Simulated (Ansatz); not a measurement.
C (model structure, Fd-3m, No. 227, 2 atoms in the cell)

Method: r²SCAN+rVV10 (PAW; Ansatz, a program for electronic structure).

Settings: plane-wave cutoff 560 eV, 34×34×34 k mesh, Fermi–Dirac smearing 0.05 eV, scalar-relativistic PAW data made under PBE.

Cell (relaxed at this level):

```yaml
crystal:
  lattice:
    - [-1.25785, 1.25785, 1.77887]
    - [1.25785, -1.25785, 1.77887]
    - [1.25785, 1.25785, -1.77887]
  atoms:
    - { symbol: C, position: [0.00000, 0.00000, 0.00000] }
    - { symbol: C, position: [0.75000, 0.25000, 0.50000] }
```

```
Item                                                     Result
-------------------------------------------  ------------------
band gap                                     4.34 eV (indirect)
smallest direct gap on the k points sampled             5.89 eV
```

A model structure was made by putting elements into a prototype or built by hand; here it ended with the formula and space group of a phase in our tables.
